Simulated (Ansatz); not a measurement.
Band structure of GaSe (P6_3/mmc, 8 atoms in the cell).

```
CELL_PARAMETERS angstrom
      3.81030     0.00000     0.00000
     -1.90515     3.29981     0.00000
      0.00000     0.00000    16.69087
ATOMIC_POSITIONS crystal
  Ga 0.33333 0.66667 0.17614
  Ga 0.66667 0.33333 0.82386
  Ga 0.66667 0.33333 0.67614
  Ga 0.33333 0.66667 0.32386
  Se 0.33333 0.66667 0.60613
  Se 0.66667 0.33333 0.39387
  Se 0.66667 0.33333 0.10613
  Se 0.33333 0.66667 0.89387
```

Computed with PBE, PAW files (plane waves; Ansatz, a program for electronic structure).

Settings: basis.ecutwfc = 30.9 Ry; kpoints.mp_grid.grid = 5 5 1; hamiltonian.xc = pbe; hamiltonian.pseudopotentials = {kind: paw} (the program's default PAW files); scf.occupations.method = fixed; kpoints.band_path.npoints = 6.

The starting cell comes from a database of computed structures (which also holds hypothetical and non-ambient phases and stackings), without a prior relaxation at this level. Its lattice was rescaled by a random factor within 2.5 % of one.

Task: Predict the gap along the standard path and the places of the band edges.

Result: The gap along the path is 0.93 eV, direct at Γ to within 0.01 eV.

Levels in eV from the top of the valence band on the path, bands 55 to 62:
```
point     55     56     57     58    59    60    61    62
-----  -----  -----  -----  -----  ----  ----  ----  ----
Γ      -1.15  -1.08  -1.08   0.00  0.93  1.73  2.21  2.27
M      -2.21  -2.09  -2.06  -1.69  1.30  1.54  1.85  1.91
K      -2.06  -2.06  -2.01  -2.01  1.82  2.23  2.69  2.69
A      -1.10  -1.10  -0.69  -0.69  1.43  1.43  2.24  2.24
L      -2.26  -2.26  -1.88  -1.88  1.55  1.55  1.74  1.74
H      -2.28  -2.28  -1.83  -1.83  2.00  2.00  2.62  2.62
```

Keys are those of Ansatz 0.2.
